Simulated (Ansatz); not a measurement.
Base system: Al2O3 in the corundum structure (space group R-3c, No. 167; a = 4.759 Å, c = 12.995 Å (hexagonal axes)). Axes: x lies along a and z along c of the hexagonal cell.

Computed with r2SCAN/PAW in Ansatz (a first-principles code), without spin-orbit coupling.

Before the change:

- Gap character: direct at Γ
- Pressure: 0.00 GPa
- Electron mass: 0.41 mₑ along c, 0.38 mₑ across (at Γ)
- Width of the top valence band: 0.65 eV

It is then changed as follows: biaxial strain −1.83 %, plane normal [001], relaxed out of plane (Cartesian); in-plane vectors clamped, the third vector and the atoms free.

Problem. What does the calculation give for the gap character after the change?

Solution. The gap character is still direct at Γ.

Problem. What happens to the pressure?

Solution. The pressure (mean of the normal stresses, compression positive) goes from zero to 7.88 GPa.

Problem. What happens to the electron mass?

Solution. The electron mass changes from 0.41 mₑ along c, 0.38 mₑ across (at Γ) to 0.40 mₑ (at Γ).

Problem. How does this affect the width of the top valence band?

Solution. The width of the top valence band goes up by 0.036 eV, from 0.65 eV to 0.68 eV.

Problem. How does this affect the ratio −ε⊥/ε∥?

Solution. The ratio −ε⊥/ε∥ amounts to 0.48.

Masses are band curvatures over ±0.01 Å⁻¹ around the edge. Whether these cells are dynamically stable was not tested.
